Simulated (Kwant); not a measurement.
Kwant, Hückel tight-binding model, one pz orbital an atom, one spin, coherent transport at 0 K. Conductance is in e²/h.

Device: π system c1ccc2c(c1)ccc1ccccc12 between two chain leads. The π system is taken as planar. Atoms are numbered from 0 in the order of the SMILES. Site energies (eV, carbon 0): [0.0, 0.0, 0.0, 0.0, 0.0, 0.0, 0.0, 0.0, 0.0, 0.0, 0.0, 0.0, 0.0, 0.0]. Bonds (i, j, β in eV): (0,1,-2.4) (1,2,-2.4) (2,3,-2.4) (3,4,-2.4) (4,5,-2.4) (4,6,-2.4) (6,7,-2.4) (7,8,-2.4) (8,9,-2.4) (9,10,-2.4) (10,11,-2.4) (11,12,-2.4) (12,13,-2.4) (5,0,-2.4) (13,8,-2.4) (13,3,-2.4). Leads: chains of hopping −3.6 eV, joined by −1.2 eV to atoms 1 and 5.

Site energies and bond integrals are typed Hückel values.

Sweep values stay those of the base run.

One input was changed, with this effect: transmission at E = 0 < 1e-12 → 0.039.

**Question.** Which change was it?
A) contacts moved from atoms [1, 5] to [0, 11]
B) contacts moved from atoms [1, 5] to [1, 9]
C) contacts moved from atoms [1, 5] to [0, 5]
D) contacts moved from atoms [1, 5] to [1, 11]
E) contacts moved from atoms [1, 5] to [2, 7]
F) contacts moved from atoms [1, 5] to [0, 9]

**Answer.** C, contacts moved from atoms [1, 5] to [0, 5]
